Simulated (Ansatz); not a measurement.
Consider TiC in the rock salt structure (space group Fm-3m, No. 225; a = 4.328 Å).

Method: r2SCAN in Ansatz (plane waves to 500 eV, PAW, spin-orbit coupling left out).

Base values:

The shortest interatomic distance is 2.164 Å.

One thing is altered: cell and atoms relaxed at a pressure of 15 GPa.

Q: What happens to the shortest interatomic distance?

A: The shortest interatomic distance shrinks by 0.037 Å to 2.127 Å.

Load acts through the strain it causes; cell and atoms are relaxed under it. Stability against distortions was not tested. No other phases were tried under pressure. The final runs are not spin-polarised.

Ansatz is a first-principles code.
